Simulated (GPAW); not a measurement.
Worked example: self-consistent single point of SrYMg₆ (Amm2, 8 atoms in the cell) in GPAW.

Computed with PBEsol, GPAW PAW datasets PBEsol (made by gpaw-setup) (plane waves; GPAW 25.7.0).

```yaml
crystal:
  lattice:
    - [5.26014, 0.00000, 0.00000]
    - [0.00000, 3.54636, 5.84394]
    - [0.00000, -3.54636, 5.84394]
  atoms:
    - { symbol: Sr, position: [0.00000, 0.59812, 0.59812] }
    - { symbol: Y, position: [0.50000, 0.90393, 0.90393] }
    - { symbol: Mg, position: [0.50000, 0.38620, 0.94212] }
    - { symbol: Mg, position: [0.50000, 0.94212, 0.38620] }
    - { symbol: Mg, position: [0.50000, 0.40582, 0.40582] }
    - { symbol: Mg, position: [0.00000, 0.10925, 0.57149] }
    - { symbol: Mg, position: [0.00000, 0.57149, 0.10925] }
    - { symbol: Mg, position: [0.00000, 0.08308, 0.08308] }
```

Reference input (self-consistent single point, DFT LDA (Perdew-Wang 92), plane waves, GPAW PAW datasets LDA (gpaw-data 1.0.1)): mode = pw; ecut = 850 eV; xc = LDA; kpts = 4 3 3; mesh shift (steps) = 0 0 0; occupations.name = fermi-dirac; occupations.width = 0.1 eV; nbands = -16; convergence.forces = 0.001 eV/Å; symmetry.symmorphic = false; symmetry.tolerance = 0.0005; maxiter = 150. This run's input differs from it in these lines:

```diff
@@ -19,3 +19,3 @@
 calc = GPAW(mode={'name': 'pw', 'ecut': 850},
-            xc='LDA',
+            xc='PBEsol',
             kpts={'size': (4, 3, 3), 'gamma': True},
```

Its files differ too (potentials: GPAW PAW datasets PBEsol (made by gpaw-setup)).

Output, abridged:

```
     iter     time        total  log10-change:
                         energy   eigst   dens  force
iter:   1 --:--:--   -18.158676
iter:   2 --:--:--   -18.359149   -0.36  -1.52
iter:   3 --:--:--   -18.315805   -1.23  -1.56
iter:   4 --:--:--   -18.282111   -1.65  -1.66
iter:   5 --:--:--   -18.269904   -2.51  -2.07
iter:   6 --:--:--   -18.265878c  -3.12  -2.30
iter:   7 --:--:--   -18.255801c  -3.40  -2.56
iter:   8 --:--:--   -18.255614c  -4.37  -2.85
iter:   9 --:--:--   -18.253920c  -4.38  -2.87
iter:  10 --:--:--   -18.253767c  -4.71  -3.17
iter:  11 --:--:--   -18.253700c  -6.03  -3.38
iter:  12 --:--:--   -18.253472c  -5.07  -3.41
iter:  13 --:--:--   -18.253508c  -5.76  -3.61
iter:  14 --:--:--   -18.253460c  -6.21  -3.78
iter:  15 --:--:--   -18.253447c  -6.34  -3.85
iter:  16 --:--:--   -18.253468c  -6.88  -4.04c
iter:  17 --:--:--   -18.253468c  -7.08  -4.15c
iter:  18 --:--:--   -18.253472c  -7.93c -4.72c
iter:  19 --:--:--   -18.253473c  -8.53c -4.78c -2.81
iter:  20 --:--:--   -18.253476c  -8.68c -5.01c -3.46c
Converged after 20 iterations.

Dipole moment: (-0.000000, 0.000000, 10.009770) |e|*Ang

Energy contributions relative to reference atoms: (reference = -211108.136356)

Kinetic:        -11.804880
Potential:      +21.184898
External:        +0.000000
XC:             -26.840023
Entropy (-ST):   -0.188128
Local:           -0.699407
SIC:             +0.000000
--------------------------
Free energy:    -18.347540
Extrapolated:   -18.253476

Showing only first 2 kpts
 Kpt  Band  Eigenvalues  Occupancy
  0    38      2.84378    1.99994
  0    39      3.27519    1.99590
  0    40      4.01744    0.45046
  0    41      4.47153    0.00618

  1    38      3.39835    1.98601
  1    39      4.03334    0.39741
  1    40      4.14949    0.14406
  1    41      4.32469    0.02657

Fermi level: 3.89390

No gap
   [... lines left out ...]
  2 Mg   -0.00000    0.01886    0.01950
  3 Mg   -0.00000   -0.01886    0.01950
  4 Mg    0.00000    0.00000    0.07760
  5 Mg    0.00000   -0.07467   -0.04892
  6 Mg    0.00000    0.07467   -0.04892
  7 Mg    0.00000    0.00000   -0.07865

Stress tensor:
     0.005858     0.000000     0.000000
     0.000000     0.005610     0.000000
     0.000000     0.000000     0.006562
Stress (GPa, Voigt): [0.9386 0.8989 1.0514 0.     0.     0.    ]
```

The run converged in 20 iterations. GPAW prints stress with tension positive. Against the reference run the pressure goes from -2.29 to -0.96 GPa and the largest force goes from 0.099 to 0.089 eV/Å.

The starting cell comes from a database of computed structures (which also holds hypothetical and non-ambient phases and stackings), without a prior relaxation at this level.

Cost on one core of a shared machine: roughly 5 min.
